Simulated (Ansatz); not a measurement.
**Effect of isotropic strain −1.14 % on CdTe**

The reference is CdTe in the zinc blende structure (space group F-43m, No. 216; a = 6.6180 Å).

Modification: the cell is scaled by 0.9886 in all directions; the atoms relax in the strained cell.

Computed with PBE (Ansatz, a first-principles code; PAW; 420 eV plane waves; scalar-relativistic without spin-orbit coupling). Settings: 9×9×9 k-points, 0.05 eV Fermi–Dirac smearing.

Volume per atom: 35.01 Å³ (base 36.23 Å³)
Space group: F-43m (No. 216) (base F-43m (No. 216))
Shortest interatomic distance: 2.833 Å (base 2.866 Å)
Energy relative to the base (free energy F): +4.9 meV/atom
Pressure: 13.2 kbar (base 0.0 kbar)
Band gap: 0.69 eV (base 0.59 eV)
Gap character: direct at Γ (base direct at Γ)
Mean gap deformation potential ΔEg/Δln V: -3.0 eV
Width of the top valence band: 2.07 eV (base 1.94 eV)
Electron mass: 0.059 mₑ (at Γ) (base 0.053 mₑ (at Γ))
Hole mass (degenerate bands, along [100]): 0.060, 0.54, 0.54 mₑ (at Γ) (base 0.054, 0.57, 0.57 mₑ (at Γ))
Valley order (the lowest conduction-band minima on the path, energy above the VBM, named in the base's zone): Γ 0.69 eV; L along ⟨111⟩ 1.80 eV (base Γ 0.59 eV; L along ⟨111⟩ 1.76 eV)

Final structure:

```xyz
2
Lattice="0.0000 3.2713 3.2713 3.2713 0.0000 3.2713 3.2713 3.2713 0.0000" Properties=species:S:1:pos:R:3 pbc="T T T"
Te     4.9070     4.9070     4.9070
Cd     0.0000     0.0000     0.0000
```

Cost of the whole job for the changed cell (relaxation, final SCF and bands): roughly 23 core-seconds.

Spin-orbit coupling, missing from the scalar runs, can matter with Te. Masses are band curvatures over ±0.01 Å⁻¹ around the edge. Stability against distortions was not tested.
